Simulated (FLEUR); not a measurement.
A self-consistent single point of Ba (Im-3m, 1 atom in the cell) with FLEUR.

Level of theory: PBE, all-electron FLAPW (FLEUR), scalar-relativistic valence.

```
CELL_PARAMETERS angstrom
     -2.49745     2.49745     2.49745
      2.49745    -2.49745     2.49745
      2.49745     2.49745    -2.49745
ATOMIC_POSITIONS crystal
  Ba 0.00000 0.00000 0.00000
```

Reference input (self-consistent single point, DFT, PBE, all-electron FLAPW (FLEUR), scalar-relativistic valence): Kmax = 3.8 1/bohr; GmaxXC = 11.4 1/bohr; xcFunctional = pbe; jspins = 1; l_soc = F; mode = hist; fermiSmearingEnergy = 0.00367493 Htr; mesh (inpgen div1-3) = 4 4 4; inpgen gamma flag = true; Gmax = 11.4 1/bohr; numbands = 0; maxIterBroyd = 25. This run's input differs from it in these lines:

```diff
@@ -33,3 +33,3 @@
    <cell>
-      <bzIntegration valenceElectrons="10.0" mode="hist" fermiSmearingEnergy="0.00367493">
+      <bzIntegration valenceElectrons="10.0" mode="hist" fermiSmearingEnergy="0.00073499">
          <kPointListSelection listName="default-1"/>
```

The program printed (abridged):

```
      Welcome to FLEUR        (www.flapw.de)
      MaX-Release 8.1          (www.max-centre.eu)

 ========== k-point set info ==========
 Selected k-point list: default-1
 k-point list type: mesh
 4 x 4 x 4
 Number of k points: 8

 ------------Calculation Setup---------------------------
           1           2           4           8
 Number of basis functions:          408
 Instability in determination of fermi-level,
 doubled temperature broading to continue
 Instability in determination of fermi-level,
 doubled temperature broading to continue
 Instability in determination of fermi-level,
 doubled temperature broading to continue
 Instability in determination of fermi-level,
 doubled temperature broading to continue
 Instability in determination of fermi-level,
 doubled temperature broading to continue
 Instability in determination of fermi-level,
 doubled temperature broading to continue
 Instability in determination of fermi-level,
 doubled temperature broading to continue
 Instability in determination of fermi-level,
 doubled temperature broading to continue
 Instability in determination of fermi-level,
 doubled temperature broading to continue
 Instability in determination of fermi-level,
 doubled temperature broading to continue
 Instability in determination of fermi-level,
 doubled temperature broading to continue
 Instability in determination of fermi-level,
 doubled temperature broading to continue
 Instability in determination of fermi-level,
 doubled temperature broading to continue
 Instability in determination of fermi-level,
 doubled temperature broading to continue
 Instability in determination of fermi-level,
 doubled temperature broading to continue
 Instability in determination of fermi-level,
 doubled temperature broading to continue
 Instability in determination of fermi-level,
 doubled temperature broading to continue
 Instability in determination of fermi-level,
 doubled temperature broading to continue
 Instability in determination of fermi-level,
 doubled temperature broading to continue
 Instability in determination of fermi-level,
 doubled temperature broading to continue
 Instability in determination of fermi-level,
 doubled temperature broading to continue
**************FLEUR-Error*****************
Error message: Determination of fermi-level did not converge
Error occurred in subroutine: ef_newton
Hint: change temp. broad., set gauss = T, or use finer k mesh
Error from PE:0/1
 Last known location:
```

The program stopped with an error. 

The starting cell has typed, rounded lattice constants, without a prior relaxation at this level. Its lattice was rescaled by up to half a per cent. Values depend on the basis (sphere radii, cutoffs, local orbitals), which need not be converged.
